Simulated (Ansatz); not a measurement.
Base system: InAs in the zinc blende structure (space group F-43m, No. 216).

```xyz
2
Lattice="0.0000 3.0435 3.0435 3.0435 0.0000 3.0435 3.0435 3.0435 0.0000" Properties=species:S:1:pos:R:3 pbc="T T T"
As     4.5652     4.5652     4.5652
In     0.0000     0.0000     0.0000
```

Levels (all Ansatz, a quantum-chemistry and plane-wave program, PAW): PBEsol (420 eV, without spin-orbit coupling); r2SCAN (500 eV, spin-orbit coupling left out).

The geometry is relaxed with PBEsol.

| Property | Result |
|---|---|
| PBEsol pressure | 0.0 GPa |
| PBEsol band gap | zero |

Task: How does going to r2SCAN change the pressure and band gap?

Result: The pressure goes from zero to 0.6 GPa; the band gap becomes 0.14 eV (PBEsol: zero).

Single points use the geometry relaxed with PBEsol. Their cutoffs differ, which shifts pressures a little. Stability against distortions was not tested. The final runs are not spin-polarised. The zero or small gap of InAs can change with the level of theory.
